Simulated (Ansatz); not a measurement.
The parent structure is Sn in the diamond structure (space group Fd-3m, No. 227; a = 6.656 Å; relaxed with 0.1 eV smearing). Axes: x, y, z lie along the cube axes.

All numbers come from PBE (Ansatz, a program for electronic structure, PAW, scalar-relativistic without spin-orbit coupling).

It is then changed as follows: biaxial strain −1.00 %, plane normal [001], relaxed out of plane (Cartesian); in-plane vectors clamped, the third vector and the atoms free.

Task: What does the calculation give for the in-plane stress after the change?

Result: The mean in-plane stress (compression positive) amounts to +0.6 GPa.

Task: What does the calculation give for the out-of-plane strain after the change?

Result: The out-of-plane strain is +0.96 %.

No phonon test of stability was made.
